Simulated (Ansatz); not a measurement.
Consider Nb in the bcc (W type) structure (space group Im-3m, No. 229; a = 3.3027 Å). Axes: x, y, z lie along the cube axes.

Calculations: r2SCAN (Ansatz, a program for electronic structure, PAW, spin-orbit coupling left out).

Free-standing slabs (1 atom(s) a layer) normal to [110] with 15 Å of vacuum; in-plane cell held at bulk.

One change was made to it. Results:

```tsv
quantity	base	after
excess energy per area of both faces (slab less bulk energy over the cell's area: twice a surface energy) (uncertain by up to 0.08 J/m²)	–	4.4 J/m²
shortest interatomic distance	2.860 Å	2.762 Å
```

Problem. Which of these changes matches the shifts?
A) 3 layers
B) 4 layers
C) 6 layers

Solution. B, 4 layers. For comparison, the shortest interatomic distance in the other runs: 6 layers gives 2.776 Å; 3 layers gives 2.806 Å.

The excess energy carries the mismatch between the slab's and the bulk's meshes. Whether these cells are dynamically stable was not tested. The final runs are not spin-polarised.
